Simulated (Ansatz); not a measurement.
Base system: NaF in the rock salt structure (space group Fm-3m, No. 225; a = 4.629 Å).

Method: Ansatz (a first-principles code), PBEsol, PAW, cutoff 420 eV, spin-orbit coupling left out.

Strains are applied to the cell and any free atomic positions relax.

One change was made to it. Results:

The gap character stays direct at Γ; the energy grows by 17 meV/atom; the pressure goes from zero to 54.8 kbar; the width of the top valence band grows by 0.09 eV (0.58 eV → 0.67 eV).

What was done to the base?
A. isotropic strain +2.50 %
B. isotropic strain −3.00 %
C. isotropic strain −0.50 %

B, isotropic strain −3.00 %. For comparison, the energy relative to the base in the other runs: isotropic strain +2.50 % gives +9.7 meV/atom; isotropic strain −0.50 % gives +0.5 meV/atom.

Stability against distortions was not tested.
